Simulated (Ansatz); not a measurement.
Data:

```
CELL_PARAMETERS angstrom
     -1.65169     1.65169     1.65169
      1.65169    -1.65169     1.65169
      1.65169     1.65169    -1.65169
ATOMIC_POSITIONS crystal
  Ta 0.00000 0.00000 0.00000
```

Method: PBEsol, DFPT electron-phonon coupling, linearised Boltzmann equation (plane waves, PAW, scalar-relativistic; Ansatz, a program for electronic structure). Condition of this run: hydrostatic pressure -4 GPa (the target of the relaxation). Geometry: relaxed with this functional, without spin-orbit coupling, then loaded as said.

Predict λ, the logarithmic mean phonon energy and the superconducting Tc for μ* = 0.10 referred to 13.5 meV.

λ = 0.98, ħω_log = 12.2 meV, Tc 9.9 K from the anisotropic Eliashberg equations. μ* is a chosen number, and Tc is 11.1 K at 0.08 and 6.7 K at 0.16.

A metal at this level (no band gap). The phonons are harmonic. Spin-orbit coupling is left out, which matters with elements this heavy. For metals of groups 4 to 10, Tc at these values of μ* can lie well above the measured one. The run warned that the eigensolver left some states short of its tolerance. Halving the electron mesh (36x36x36) moves the coupling by up to 1 %, Tc by up to 1 %. Smearing 0.20 eV; phonons on a 6x6x6 q mesh, which this run doesn't test.
